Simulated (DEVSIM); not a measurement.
Device: abrupt Si n-p junction, at 300 K.

| layer (left to right) | material | thickness (μm) | Nd (cm⁻³) | Na (cm⁻³) | τn (s) | τp (s) |
|---|---|---|---|---|---|---|
| 1 | Si | 69.0 | 2.3e15 | - | 6.8e-6 | 6.8e-6 |
| 2 | Si | 210 | - | 4.7e15 | 6.8e-6 | 6.8e-6 |

Left contact: ohmic. Right contact: ohmic. Voltage is applied to the left contact. Recombination: SRH at mid-gap, radiative, Auger. Mobility is μmin + (μ − μmin)/(1 + (N/Nref)^α).

Constants are typed, rounded textbook-type inputs, not results; the design itself was drawn at random and stands for no fabricated device. Values at 300 K.

```csv
parameter,Si
gap (eV),1.124
affinity (eV),4.05
permittivity,11.7
Nc (cm⁻³),2.86e19
Nv (cm⁻³),3.1e19
μn (cm²/Vs),1417
μp (cm²/Vs),470
"μn,min",52
"μp,min",45
"Nref,n",9.7e16
"Nref,p",2.2e17
αn,0.68
αp,0.72
B (cm³/s),4.7e-15
Cn (cm⁶/s),2.8e-31
Cp (cm⁶/s),9.9e-32
```

Model (solved in DEVSIM): 1D drift-diffusion, Boltzmann statistics, complete ionisation; no tunnelling, impact ionisation, image-force lowering or self-heating.

### Question
Give the dark forward current.

### Answer

(V (V), J (A/cm²)): (-0.05, -1.5e-9); (-0.15, -2.4e-8); (-0.30, -3.2e-6); (-0.40, -0.00014); (-0.55, -0.042); (-0.65, -0.66); (-0.75, -2.8); (-0.90, -9.9); (-1.00, -17); (-1.10, -27); (-1.25, -47); (-1.35, -62); (-1.50, -91); (-1.60, -110)
